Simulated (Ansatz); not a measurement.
The parent structure is Hf in the hcp (Mg type) structure (space group P6_3/mmc, No. 194; a = 3.198 Å, c = 5.049 Å; relaxed with 0.1 eV smearing).

Computed with r2SCAN (Ansatz, a program for electronic structure, PAW, scalar-relativistic without spin-orbit coupling).

For the base:

* **Pressure**: 0.0 GPa
* **Band gap**: zero

Perturbation: an isotropic linear strain of −3.00 %, atoms relaxed at fixed cell.

**Question.** What happens to the pressure?

**Answer.** The pressure (mean of the normal stresses, compression positive) goes from zero to 11.7 GPa.

**Question.** Predict the new energy relative to the base.

**Answer.** The energy increases by 67 meV/atom.

**Question.** What happens to the band gap?

**Answer.** The band gap is still zero.

No phonon test of stability was made. The final runs are not spin-polarised.
